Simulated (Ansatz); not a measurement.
# AlV2C: uniaxial strain ε_xx = −4.27 %

Start from AlV2C (space group P6_3/mmc, No. 194; a = 2.885 Å, c = 13.117 Å). Axes: x lies along a and z along c of the hexagonal cell.

Perturbation: uniaxial strain ε_xx = −4.27 %, all other strain components held at zero, atoms relaxed at fixed cell.

Method: r2SCAN (Ansatz, a first-principles code; PAW; 500 eV plane waves; no spin-orbit coupling). k-mesh 18×18×4 (Γ-centred); smearing 0.05 eV (Fermi–Dirac).

- Volume per atom: 11.31 Å³ (base 11.82 Å³)
- Space group: Cmcm (No. 63) (base P6_3/mmc (No. 194))
- Energy relative to the base (free energy F): +26 meV/atom
- Pressure (mean of the normal stresses, compression positive): 9.0 GPa (base 0.0 GPa)
- Band gap: zero (base zero)
- Largest internal atomic displacement: 0.050 Å
- Stress (xx, yy, zz, yz, xz, xy; compression positive): (17.3, 4.6, 5.1, 0.0, 0.0, 0.0) GPa (rough)

Final structure:

```xyz
8
Lattice="2.7616 0.0000 0.0000 -1.3808 2.4983 0.0000 0.0000 0.0000 13.1174" Properties=species:S:1:pos:R:3 pbc="T T T"
Al     0.0000     1.7160     9.8380
Al     1.3808     0.7824     3.2793
V      0.0000     1.6520     1.1414
V      1.3808     0.8463     7.7001
V      1.3808     0.8463    11.9760
V      0.0000     1.6520     5.4173
C      0.0000     0.0000     0.0000
C      0.0000     0.0000     6.5587
```

Without a gap, meshes like the base's 18×18×4 leave anisotropic stresses uncertain by several tenths of a GPa, and small strain energies with them. No phonon test of stability was made. Starting moments died away, wholly or in part, for the base; another magnetic solution may exist. The final runs are not spin-polarised.
